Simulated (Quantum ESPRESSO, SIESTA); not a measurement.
A SIESTA input for a self-consistent single point of TlF (P1, 4 atoms in the cell) (DFT, LDA PW92, numerical atomic orbitals TZP, PseudoDojo LDA standard norm-conserving potentials (rewritten from UPF to PSML)):

```
# files in the folder: Tl.psml F.psml (PseudoDojo LDA standard)
SystemName  TlF
SystemLabel siesta

NumberOfAtoms                4
NumberOfSpecies              2
%block ChemicalSpeciesLabel
  1 81 Tl
  2 9 F
%endblock ChemicalSpeciesLabel
LatticeConstant              1.0 Ang
%block LatticeVectors
     3.688930000    0.000000000    0.000000000
     0.000000000    3.688930000    0.000000000
     0.000000000    0.000000000    6.223580000
%endblock LatticeVectors
AtomicCoordinatesFormat      Ang
%block AtomicCoordinatesAndAtomicSpecies
     0.002906877    1.790813202    4.598628156  1
     1.815204407    0.047048613    1.588867527  1
     1.811212985    0.007444261    5.378168893  2
     0.059605731    1.843620235    0.881495424  2
%endblock AtomicCoordinatesAndAtomicSpecies

XC.functional                LDA
XC.authors                   PW92
PAO.BasisSize                TZP
PAO.EnergyShift              0.01 Ry
MeshCutoff                   350 Ry
%block kgrid.MonkhorstPack
    5   0   0  0.0
    0   5   0  0.0
    0   0   3  0.0
%endblock kgrid.MonkhorstPack
OccupationFunction           FD
ElectronicTemperature        10 K

MaxSCFIterations             150
SCF.Mixer.Method             Broyden
SCF.Mixer.Weight             0.25
SCF.Mixer.History            6
SCF.DM.Tolerance             1.0E-04
Diag.ParallelOverK           true
WriteForces                  true
```

Problem. Translate this input to Quantum ESPRESSO.

Solution. One input that does it (others would too):

```fortran
&CONTROL
    calculation = 'scf'
    outdir = './out'
    pseudo_dir = './'
    tprnfor = .true.
    tstress = .true.
/
&SYSTEM
    ibrav = 0
    nat = 4
    ntyp = 2
    ecutwfc = 40
    ecutrho = 200
    occupations = 'fixed'
    nbnd = 28
/
&ELECTRONS
    conv_thr = 1.0d-9
/
ATOMIC_SPECIES
Tl   204.3800  tl_lda_v1.2.uspp.F.UPF
F     18.9984  f_lda_v1.4.uspp.F.UPF
ATOMIC_POSITIONS {crystal}
Tl    0.0007880000    0.4854560000    0.7389040000
Tl    0.4920680000    0.0127540000    0.2552980000
F     0.4909860000    0.0020180000    0.8641600000
F     0.0161580000    0.4997710000    0.1416380000
K_POINTS {automatic}
5 5 3  0 0 0
CELL_PARAMETERS {angstrom}
   3.6889300000     0.0000000000     0.0000000000
   0.0000000000     3.6889300000     0.0000000000
   0.0000000000     0.0000000000     6.2235800000
```

Basis, cutoffs, solver keys and any potentials are the target program's own. This input uses DFT, LDA (PZ), plane waves, GBRV 1.5 ultrasoft (LDA) pseudopotentials. LDA parametrisations can differ slightly between programs.

The starting cell comes from a database of computed structures (which also holds hypothetical and non-ambient phases and stackings), without a prior relaxation at this level. For this run, on top of that: atoms moved at random.
